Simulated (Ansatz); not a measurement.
Response to strain in TiC

The reference is TiC in the rock salt structure (space group Fm-3m, No. 225; a = 4.2609 Å; relaxed with 0.1 eV smearing). Axes: x, y, z lie along the cube axes.

Strains are applied to the cell and any free atomic positions relax; under biaxial strain the out-of-plane vector relaxes too.

Level of theory: Ansatz (a first-principles code) LDA, scalar-relativistic without spin-orbit coupling.

Notes on the quantities. energy relative to the base: free energy F; pressure: mean of the normal stresses, compression positive.

```json
[
 {"variant": "base", "energy relative to the base": "0 meV/atom", "out-of-plane strain": "–", "pressure": "0.0 GPa"},
 {"variant": "biaxial strain −2.50 %, plane normal [111], relaxed out of plane", "energy relative to the base": "+23 meV/atom", "out-of-plane strain": "+1.58 %", "pressure": "10.6 GPa"},
 {"variant": "biaxial strain −1.67 %, plane normal [111], relaxed out of plane", "energy relative to the base": "+10 meV/atom", "out-of-plane strain": "+1.05 %", "pressure": "?"},
 {"variant": "biaxial strain −1.25 %, plane normal [111], relaxed out of plane", "energy relative to the base": "+5.6 meV/atom", "out-of-plane strain": "+0.78 %", "pressure": "5.1 GPa"},
 {"variant": "biaxial strain −0.83 %, plane normal [111], relaxed out of plane", "energy relative to the base": "+2.5 meV/atom", "out-of-plane strain": "+0.52 %", "pressure": "3.3 GPa"},
 {"variant": "biaxial strain −0.42 %, plane normal [111], relaxed out of plane", "energy relative to the base": "+0.6 meV/atom", "out-of-plane strain": "+0.26 %", "pressure": "1.7 GPa"},
 {"variant": "biaxial strain +0.42 %, plane normal [111], relaxed out of plane", "energy relative to the base": "+0.6 meV/atom", "out-of-plane strain": "-0.26 %", "pressure": "-1.6 GPa"},
 {"variant": "biaxial strain +0.83 %, plane normal [111], relaxed out of plane", "energy relative to the base": "?", "out-of-plane strain": "-0.52 %", "pressure": "-3.1 GPa"},
 {"variant": "biaxial strain +1.25 %, plane normal [111], relaxed out of plane", "energy relative to the base": "+5.3 meV/atom", "out-of-plane strain": "-0.78 %", "pressure": "?"},
 {"variant": "biaxial strain +2.50 %, plane normal [111], relaxed out of plane", "energy relative to the base": "+21 meV/atom", "out-of-plane strain": "-1.57 %", "pressure": "-8.8 GPa"}
]
```

Q: Complete the table.

A: 
- biaxial strain −1.67 %, plane normal [111], relaxed out of plane, pressure: 6.9 GPa
- biaxial strain +0.83 %, plane normal [111], relaxed out of plane, energy relative to the base: +2.4 meV/atom
- biaxial strain +1.25 %, plane normal [111], relaxed out of plane, pressure: -4.6 GPa

Whether these cells are dynamically stable was not tested. The final runs are not spin-polarised.
